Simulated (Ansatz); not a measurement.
**Refining one setting for Na2CuI2Cl2 (P4/mmm, 7 atoms in the cell)**

Space group P4/mmm (No. 123); a = b = 5.3378 Å, c = 6.7203 Å, α = β = γ = 90.00°

```tsv
atom	site	symmetry	x	y	z
Na	2e	mmm.	0.0000	0.5000	0.5000
Cu	1a	4/mmm	0.0000	0.0000	0.0000
I	2f	mmm.	0.0000	0.5000	0.0000
Cl	1b	4/mmm	0.0000	0.0000	0.5000
Cl	1d	4/mmm	0.5000	0.5000	0.5000
```

Computed with PBEsol, default PAW files made with PBE (plane waves; Ansatz, a program for electronic structure).

The starting cell comes from a database of computed structures (which also holds hypothetical and non-ambient phases and stackings), without a prior relaxation at this level. Spin polarisation is off; with an odd number of electrons in the cell that forces a metal, and a magnetic state may lie lower. Ansatz's pressure includes its estimate of the finite-basis (Pulay) stress.

Held fixed: kpoints.mp_grid.grid = 4 4 3; hamiltonian.xc = pbesol; hamiltonian.pseudopotentials = {kind: paw} (the program's default PAW files); scf.occupations.method = methfessel_paxton; scf.occupations.width = 0.1 eV.

ΔF is the free energy per atom less that of the last row (840 eV).

The first pressure column holds Ansatz's estimate of the finite-basis (Pulay) stress, which hides part of the cutoff error; the other is without it.

```tsv
basis.ecutwfc	ΔF (meV/atom)	pressure (GPa)	pressure at a fixed set of plane waves (GPa)	plane waves	iterations
170 eV	18109.5	0.70	-474.31	971	12
210 eV	3781.0	-0.89	-123.35	1319	10
250 eV	746.9	-0.73	-31.73	1697	10
295 eV	[?]	-0.81	-6.20	2211	11
335 eV	[?]	-0.87	-1.65	2621	10
380 eV	1.54	-0.87	-0.91	3225	10
420 eV	1.06	-0.87	-0.89	3679	10
485 eV	0.34	-0.87	-0.89	4661	10
545 eV	0.13	-0.87	-0.88	5533	10
630 eV	0.07	-0.88	-0.88	6855	10
735 eV	0.02	-0.88	-0.88	8617	10
840 eV	0.00	-0.88	-0.88	10599	10
```

**Question.** Fill in the missing entries.

**Answer.** 
- 295 eV, ΔF (meV/atom): 91.9
- 335 eV, ΔF (meV/atom): 10.3

Keys are those of Ansatz 0.2.
